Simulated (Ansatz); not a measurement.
What isotropic strain −3.51 % does to MgF2

Start from MgF2 in the rutile structure (space group P4_2/mnm, No. 136; a = 4.698 Å, c = 3.093 Å).

The change: an isotropic linear strain of −3.51 %, atoms relaxed at fixed cell.

The values are results of plane-wave PAW DFT at the PBE level (Ansatz, a program for electronic structure, 420 eV), no SOC, not measurements. k-mesh 7×7×11 (Γ-centred); smearing 0.05 eV (Fermi–Dirac).

Space group: P4_2/mnm (No. 136) (base P4_2/mnm (No. 136))
Shortest interatomic distance: 3.654 bohr (base 3.812 bohr)
Energy relative to the base (free energy F): +41 meV/atom
Pressure (mean of the normal stresses, compression positive): 12.46 GPa (base 0.00 GPa)
Band gap: 7.58 eV (base 6.83 eV)
Gap character: direct at Γ (base direct at Γ)
Width of the top valence band: 0.93 eV (base 0.80 eV)
Valence-band top at Γ (three highest levels, from the VBM): 0.00, -0.34, -0.34 eV (base 0.00, -0.31, -0.31 eV)
Largest internal atomic displacement: 0.013 Å

Final structure:

```
MgF2
1.0
    4.53346     0.00000     0.00000
    0.00000     4.53346     0.00000
    0.00000     0.00000     2.98428
Mg F
2 4
Cartesian
  0.00000   0.00000   0.00000
  2.26673   2.26673   1.49214
  1.36727   1.36727   0.00000
  3.63400   0.89946   1.49214
  0.89946   3.63400   1.49214
  3.16620   3.16620   0.00000
```

Cost of the whole job for the changed cell (relaxation, final SCF and bands): about 26 core-seconds (a rough figure).

Semilocal Kohn–Sham gaps tend to fall short of experiment. No phonon test of stability was made.
